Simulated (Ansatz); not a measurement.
Density of states of V$_{2}$N (P-31m) near the Fermi level, PBEsol, rigid bands run with Ansatz (a program for electronic structure).

```
E − E_F (eV) | states/eV/cell
    -1.95 | ################## 8.31
    -1.85 | ############## 6.37
    -1.75 | ########### 5.00
    -1.65 | ########## 4.77
    -1.55 | ############## 6.28
    -1.45 | #################### 9.31
    -1.35 | ########################### 12.4
    -1.25 | ################ 7.54
    -1.15 | ############# 6.12
    -1.05 | ################# 7.75
    -0.95 | ################# 7.70
    -0.85 | ############# 6.13
    -0.75 | ############ 5.45
    -0.65 | ########### 5.13
    -0.55 | ######## 3.93
    -0.45 | ######## 3.90
    -0.35 | ######### 4.31
    -0.25 | ######### 4.20
    -0.15 | ######### 4.13
    -0.05 | ########## 4.73
     0.05 | ########## 4.83
     0.15 | ############ 5.66
     0.25 | ############### 6.97
     0.35 | ################## 8.12
     0.45 | ################## 8.42
     0.55 | #################### 9.36
     0.65 | ########################## 12.2
     0.75 | ################### 8.81
     0.85 | ################### 8.96
     0.95 | ####################### 10.8
     1.05 | ################### 8.81
     1.15 | ################# 7.88
     1.25 | #################### 9.13
     1.35 | ############################## 13.9
     1.45 | ######################### 11.7
     1.55 | ###################### 10.2
     1.65 | ########################### 12.5
     1.75 | ######################### 11.5
     1.85 | ######################## 11.0
     1.95 | ######################### 11.4
```

Problem. With 9 atoms a cell, what bare Sommerfeld coefficient γ = (π²/3) k_B² N(E_F) follows?

Solution. N(E_F) ≈ 4.8 states/eV a cell at 300 K, so γ ≈ 1.24 mJ/(mol of atoms·K²), before many-body enhancement (phonons, spin fluctuations, correlation).

Problem. How far does the Fermi level move in a rigid band for 0.1 electron a cell added or removed?

Solution. 21 meV and -21 meV.

A metal at this level (no band gap); rigid bands, thermally averaged at 300 K, both spins. Spin-orbit coupling is left out. Geometry: cell and atoms relaxed with PBEsol.

Computed structure with no diffraction record at hand here (it may be known, metastable or hypothetical): V2N (P-31m). Treated as nonmagnetic (a ferromagnetic start lost its moment, other orders weren't tried): V2N (P-31m).
